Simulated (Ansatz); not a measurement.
# Hypothetical zinc blende PbTe, carrier doping

The parent structure is PbTe in the zinc blende structure (space group F-43m, No. 216; a = 7.206 Å; a hypothetical phase, not in the database extracts checked).

Carriers are added at fixed cell with a uniform background; the Fermi–Dirac width is that of 300 K.

Method: PBEsol (Ansatz, a first-principles code; PAW; 420 eV plane waves; no spin-orbit coupling).

Notes on the quantities. Fermi level from band edge: Fermi level relative to the doped band's edge (positive inside the band; to 0.05 eV).

```
case                      Fermi level from band edge  gap between the host's bands
------------------------  --------------------------  ----------------------------
undoped                                            –                       0.45 eV
electrons 7.0×10^20 cm⁻³                    +0.20 eV                       0.42 eV
electrons 1.0×10^21 cm⁻³                    +0.25 eV                       0.42 eV
electrons 5.0×10^21 cm⁻³                    +0.75 eV                       0.34 eV
holes 7.0×10^20 cm⁻³                        +0.15 eV                       0.49 eV
holes 1.0×10^21 cm⁻³                        +0.20 eV                       0.50 eV
holes 5.0×10^21 cm⁻³                        +0.45 eV                       0.73 eV
```

Charged cell with a jellium background: band edges are those of the host's band count, energies are not comparable with the neutral cell, and many-body gap narrowing is missing. Spin-orbit coupling, missing from the scalar runs, can matter with Pb and Te. No phonon test of stability was made.
